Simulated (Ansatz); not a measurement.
The parent structure is W in the bcc (W type) structure (space group Im-3m, No. 229; relaxed with 0.1 eV smearing).

```yaml
crystal:
  lattice:
    - [-1.59197, 1.59197, 1.59197]
    - [1.59197, -1.59197, 1.59197]
    - [1.59197, 1.59197, -1.59197]
  atoms:
    - { symbol: W, position: [0.00000, 0.00000, 0.00000] }
```

Method: PBE, PAW, 420 eV (Ansatz, an electronic-structure program; no SOC), earlier PAW set.

For the base:

```
Quantity   Result
--------  -------
Pressure  0.0 GPa
Band gap     zero
```

Perturbation: the cell is scaled by 0.9872 in all directions, atoms relaxed at fixed cell.

### Question
What happens to the pressure?

### Answer
The pressure goes from zero to 12.7 GPa.

### Question
How does this affect the energy relative to the base?

### Answer
The energy increases by 23 meV/atom.

### Question
What happens to the band gap?

### Answer
The band gap is still zero.

The cells carry an imposed strain or load. No phonon test of stability was made. All final runs are without spin polarisation.
